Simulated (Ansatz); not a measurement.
Ansatz (a first-principles code) run on ZrSi₂ (Cmcm, 6 atoms in the cell): relaxation of the atoms.

Level of theory: PBE (plane waves, PAW; Ansatz).

```
ZrSi2
1.0
    1.84174    -7.43557     0.00000
    1.84174     7.43557     0.00000
    0.00000     0.00000     3.67325
Zr Si
2 4
Cartesian
  1.84174  -5.86057   2.75494
  1.84174   5.86057   0.91831
  1.84174   0.76527   0.91831
  1.84174  -0.76527   2.75494
  1.84174   3.71407   2.75494
  1.84174  -3.71407   0.91831
```

Reference input (self-consistent single point, DFT, PBE, plane waves, default PAW files): kpoints.mp_grid.grid = 8 8 7; hamiltonian.xc = pbe; hamiltonian.pseudopotentials = {kind: paw} (the program's default PAW files); scf.occupations.method = cold; scf.occupations.width = 0.136 eV. This run's input differs from it in these lines:

```diff
@@ -24,2 +24,3 @@
     width: 0.136 eV
+relax: {}
 output:
```

The program printed (abridged):

```
   [... SCF lines of the steps left out ...]
relax step   1: F+E_penalty+E_count = -10914.88943312 eV  Δ(F+E_penalty+E_count) = +0.000e0 eV  max|allowed force component| = 1.981e-1 eV/Å  Δτ_max = 0.0000 Å  (5 SCF iters, dr2 threshold 2.50e-6 eV, accepted)
relax step   2: F+E_penalty+E_count = -10914.89214126 eV  Δ(F+E_penalty+E_count) = -2.708e-3 eV  max|allowed force component| = 8.645e-2 eV/Å  Δτ_max = 0.0099 Å  (4 SCF iters, dr2 threshold 2.45e-6 eV, accepted)
relax step   3: F+E_penalty+E_count = -10914.89283950 eV  Δ(F+E_penalty+E_count) = -6.982e-4 eV  max|allowed force component| = 4.322e-2 eV/Å  Δτ_max = 0.0100 Å  (5 SCF iters, dr2 threshold 4.67e-7 eV, accepted)
relax step   4: F+E_penalty+E_count = -10914.89300838 eV  Δ(F+E_penalty+E_count) = -1.689e-4 eV  max|allowed force component| = 2.477e-3 eV/Å  Δτ_max = 0.0029 Å  (4 SCF iters, dr2 threshold 3.56e-7 eV, accepted)
relax step   5: F+E_penalty+E_count = -10914.89300838 eV  Δ(F+E_penalty+E_count) = -2.701e-9 eV  max|allowed force component| = 2.476e-3 eV/Å  Δτ_max = 0.0000 Å  (2 SCF iters, accepted)
the relaxation is at rest under the 8 symmetry operations that the run kept from its start: a minimum is not shown …
Stability not checked (fill_not_monotonic)
Free energy (F): -10914.893008 eV
Internal energy: -10914.890456 eV  (E = F + TS)
E sigma→0 (E₀):  -10914.892158 eV
Entropy (-TS):   -0.002552 eV (-0.425 meV/atom)
Fermi energy:    12.617514 eV
--- Forces (eV/Å), atoms counted from 1 ---
  atom   1  Zr    -0.00000000     0.00061706    -0.00000000
   [... lines left out ...]
    - { symbol: Zr, position: [0.10575257427732476, 0.8942474257226752, 0.25] }
    - { symbol: Si, position: [0.44734209630164173, 0.552657903698358, 0.25] }
    - { symbol: Si, position: [0.552657903698358, 0.44734209630164173, 0.7500000000000001] }
    - { symbol: Si, position: [0.25017807137717185, 0.749821928622828, 0.7500000000000001] }
    - { symbol: Si, position: [0.749821928622828, 0.25017807137717185, 0.25] }
```

The run converged. 

Summary of the result:
- Free energy E − TS (on the zero of these files): -10914.8930 eV
- Fermi level (on the code's own zero): 12.62 eV
- Pressure: 0.48 GPa
- Largest force (vector length): 0.002 eV/Å
- Relaxation steps: 5

The starting cell comes from a database of computed structures (which also holds hypothetical and non-ambient phases and stackings), without a prior relaxation at this level. The relaxation keeps the symmetry of its start, so its end need not be a minimum. Ansatz's pressure includes its estimate of the finite-basis (Pulay) stress.

Cost on one core of a shared machine: roughly 70 s.

Keys are those of Ansatz 0.2.
